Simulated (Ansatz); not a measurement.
**Rb (space group I4/mmm, No. 139; a cell from a computed database, its experimental status unchecked)**

Space group I4/mmm (No. 139); a = b = 5.818 Å, c = 5.607 Å, α = β = γ = 90.00°

```
atom  site  symmetry       x       y       z
----  ----  --------  ------  ------  ------
Rb      2a     4/mmm  0.0000  0.0000  0.0000
```
(The calculation used a cell of 1 atom; values per cell refer to that cell.)

Method: r2SCAN/PAW in Ansatz (a program for electronic structure), scalar-relativistic without spin-orbit coupling. Γ-centred 12×12×12 mesh, Fermi–Dirac width 0.05 eV.

```yaml
volume_per_atom: 94.90 Å³
density: 1.50 g/cm³
band_gap: zero
total_energy: -3277.996 eV/atom (σ→0; compares only within this code and set-up)
```

Whether these cells are dynamically stable was not tested. This is not the structure that Rb has at room temperature and ambient pressure.
